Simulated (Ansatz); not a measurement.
The parent structure is SrHfO$_{3}$ (space group Imma, No. 74; a = 5.768 Å, b = 8.099 Å, c = 5.785 Å; a cell from a computed database, its experimental status unchecked).

Method: PBEsol, PAW, 420 eV (Ansatz, a first-principles code; no spin-orbit coupling).

One change was made to it. Results:

The hole mass becomes 0.35 mₑ along a, 2.9 mₑ along b, 0.69 mₑ along c (at Γ) (base: 0.37 mₑ along a, 1.5 mₑ along b, 0.70 mₑ along c (at Γ)); the density increases by 0.33 g/cm³ (7.72 g/cm³ → 8.05 g/cm³); the valence-band top at Γ (three highest levels, from the VBM) changes from 0.00, -0.06, -0.16 eV to 0.00, -0.07, -0.20 eV; the width of the top valence band increases by 0.056 eV (0.40 eV → 0.45 eV).

Problem. Which of these changes matches the shifts?
A) pressure 1.5 GPa
B) pressure 3 GPa
C) pressure 7.5 GPa
D) pressure 0.3 GPa
E) pressure −1 GPa

Solution. C, pressure 7.5 GPa. For comparison, the valence-band top at Γ in the other runs: pressure 0.3 GPa gives 0.00, -0.06, -0.16 eV; pressure 3 GPa gives 0.00, -0.06, -0.18 eV; pressure 1.5 GPa gives 0.00, -0.06, -0.17 eV; pressure −1 GPa gives 0.00, -0.05, -0.16 eV.

With Hf present, leaving out spin-orbit coupling can change the band edges. The levels and masses belong to the bands next to the band gap. Load acts through the strain it causes; cell and atoms are relaxed under it. Effective masses come from finite differences of ±0.01 Å⁻¹. Whether these cells are dynamically stable was not tested. Competing high-pressure phases were not computed.
